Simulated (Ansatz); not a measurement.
System: interstitial As in silicon with all lengths changed by +1 % (charge state -1). Calculation: PBE, PAW (plane waves to 420 eV; Ansatz, an electronic-structure program).

Settings: 64 host sites, the strained lattice (strain from the relaxed PBE one, atoms relaxed), a 2×2×2 k-point mesh shifted by half a step, smearing 0.01 eV, spin-restricted, no image-charge correction. Energies are static. The charge state is imposed; whether it is stable for some Fermi level was not computed. Sites that were not tried may lie lower.

Barriers: single points on a 3×3×3 k-point mesh shifted by half a step at the bands' geometries.

The step: one As atom jumps by itself; the atom moves 1.24 Å along (-0.01, 0.16, -0.16) of the unit cell; the moving atom starts with neighbours 2 Si at 2.30, 2 Si at 2.63, 2 Si at 2.92 Å and ends with 2 Si at 2.30, 2 Si at 2.63, 2 Si at 2.92 Å.

**Question.** What migration barrier of this step does PBE, PAW give?

**Answer.** 0.063 eV, the same both ways. At the saddle the moving atom has neighbours Si at 2.27, Si at 2.34, Si at 2.69, Si at 2.82, Si at 2.83 Å. The saddle point's order was not checked, and it lies on a symmetry element of the cell, where a band can be held.
